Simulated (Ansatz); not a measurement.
The starting structures come from a database of crystals and need not be the phases stable at ambient conditions.

 Where the default PAW files enter, the runs use the earlier of Ansatz's two default sets.

The decay constant κ of evanescent states in the gap governs leakage through a thin film.

Input:

```yaml
crystal:
  lattice:
    - [6.20595, 0.00000, 0.00000]
    - [-2.73159, 5.57245, 0.00000]
    - [1.73718, 2.78623, 5.26621]
  atoms:
    - { symbol: V, position: [0.75000, 0.25000, 0.50000] }
    - { symbol: V, position: [0.50000, 0.50000, 0.00000] }
    - { symbol: Bi, position: [0.00000, 0.00000, 0.00000] }
    - { symbol: Bi, position: [0.25000, 0.75000, 0.50000] }
    - { symbol: O, position: [0.32928, 0.51081, 0.81847] }
    - { symbol: O, position: [0.76081, 0.07928, 0.31847] }
    - { symbol: O, position: [0.32928, 0.14775, 0.18153] }
    - { symbol: O, position: [0.39775, 0.07928, 0.68153] }
    - { symbol: O, position: [0.92072, 0.60225, 0.31847] }
    - { symbol: O, position: [0.48919, 0.67072, 0.18153] }
    - { symbol: O, position: [0.92072, 0.23919, 0.68153] }
    - { symbol: O, position: [0.85225, 0.67072, 0.81847] }
```

Space group of this cell: I4_1/amd. The cell is strained (all lengths scaled by 1.02); by r2SCAN its mean pressure is -9.5 GPa.

Transport runs along the normal of the first two printed cell vectors, the (110) plane of the conventional cell.

The gap is the functional's own, uncorrected, and κ follows it; spin-orbit coupling is left out. Mid-gap values are interpolated between the computed energies.

Question: Estimate the band gap and the smallest decay constant κ at mid-gap that Ansatz (an electronic-structure program) with r2SCAN returns for this system.

Answer: Gap 2.85 eV on a 6×6×6 mesh; κ = 0.473 1/Å, at (0.333, 0.333) of the in-plane reciprocal vectors. At the zone centre, at the nearest computed energy, the slowest state has κ = 0.54 1/Å.
